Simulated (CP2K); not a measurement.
Band structure of TiSi2 (Fddd, 6 atoms in the cell).

```
TiSi2
1.0
    6.05831     0.00000     0.00000
    3.13422     3.88984     0.00000
    2.92409    -0.82231     3.80193
Ti Si
2 4
Cartesian
  6.05831   1.53376   1.90096
  9.08747   2.30064   2.85144
  8.03166  -0.05626   3.18385
  4.08496   3.12378   0.61808
  3.97989   0.00083   1.56856
  2.07842   1.53294   0.33240
```

Method: PBE, GPW, DZVP-MOLOPT-SR-GTH basis, GTH-PBE potentials (GTH_POTENTIALS) in CP2K.

Settings: CUTOFF = 600 Ry; REL_CUTOFF = 40 Ry; SMEAR/METHOD = GAUSSIAN; SIGMA = 0.2 eV; KPOINTS/SCHEME = MONKHORST-PACK 7 7 7; XC_FUNCTIONAL = PBE; Ti/BASIS_SET = DZVP-MOLOPT-SR-GTH-q12; Ti/POTENTIAL = GTH-PBE-q12; Si/BASIS_SET = DZVP-MOLOPT-SR-GTH-q4; Si/POTENTIAL = GTH-PBE-q4; METHOD = GPW; EPS_DEFAULT = 1e-11; EXTRAPOLATION = USE_GUESS; NGRIDS = 5.

The starting cell comes from a database of computed structures (which also holds hypothetical and non-ambient phases and stackings), without a prior relaxation at this level. Its lattice was rescaled by a random factor within 2.5 % of one. Spin polarisation is off. Values carry the incompleteness of an atom-centred basis.

Levels in eV from the Fermi level, bands 17 to 22:
```tsv
point	17	18	19	20	21	22
Γ	-2.18	-2.09	-1.78	-1.33	-0.85	1.91
Y	-2.26	-2.26	-0.81	-0.81	1.19	1.19
T	-1.12	-1.12	-0.63	-0.63	0.81	0.81
Z	-1.56	-1.56	-0.89	-0.89	0.70	0.70
X	-1.32	-0.39	0.06	0.12	0.71	0.90
A1	-1.65	-1.65	-1.34	-1.34	1.29	1.29
A	-1.65	-1.65	-1.34	-1.34	1.29	1.29
```

Bands cross the Fermi level along this path, so the cell is metallic at this level.

Higher empty bands are left out: an atom-centred basis made for the valence describes them poorly.
